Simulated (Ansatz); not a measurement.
**Carrier properties of C under load (space group P6_3/mmc)**

Given:

```yaml
crystal:
  lattice:
    - [2.57176, 0.00000, 0.00000]
    - [-1.28588, 2.22721, 0.00000]
    - [0.00000, 0.00000, 4.28071]
  atoms:
    - { symbol: C, position: [0.33333, 0.66667, 0.99994] }
    - { symbol: C, position: [0.66667, 0.33333, 0.49994] }
    - { symbol: C, position: [0.33333, 0.66667, 0.37506] }
    - { symbol: C, position: [0.66667, 0.33333, 0.87506] }
```

These are PBE, rigid bands (plane waves, PAW, scalar-relativistic; Ansatz, a program for electronic structure) values and carry that method's errors. Condition of this run: hydrostatic pressure of -33 GPa (compression positive) (the target of the relaxation). Cell: cell and atoms relaxed with PBEsol, then loaded as said.

```
Quantity                                                                                                                                                           Value
---------------------------------------------------------------------------------------------------------------------------------------  -------------------------------
band gap                                                                                                                                                         3.63 eV
electron conductivity mass (300 K, dilute)                                                                                               0.50 (x), 0.50 (y), 0.29 (z) mₑ
hole conductivity mass (300 K, dilute)                                                                                                   0.49 (x), 0.49 (y), 0.74 (z) mₑ
effective density of states N_c (300 K)                                                                                                                      1.3e19 cm⁻³
effective density of states N_v (300 K)                                                                                                                      2.1e19 cm⁻³
density-of-states mass, electrons                                                                                                                                0.63 mₑ
density-of-states mass, holes                                                                                                                                    0.90 mₑ
Seebeck coefficient, n-type 1e19 cm⁻³, 300 K                                                                                                                   -246 μV/K
best n-type power factor at 300 K for τ = 10 fs (best axis; densities from 1e16 to 1e21 cm⁻³ tried, whether or not they can be reached)      7.6 μW/(cm·K²) at 3e19 cm⁻³
Seebeck coefficient, p-type 1e19 cm⁻³, 300 K                                                                                                                    281 μV/K
best p-type power factor at 300 K for τ = 10 fs (best axis; densities from 1e16 to 1e21 cm⁻³ tried, whether or not they can be reached)      7.1 μW/(cm·K²) at 1e20 cm⁻³
```

Rigid bands; masses and Seebeck coefficients take one relaxation time τ for all states and one kind of carrier; polarons and phonon drag are left out. Spin-orbit coupling is left out. Geometry: cell and atoms relaxed with PBEsol.
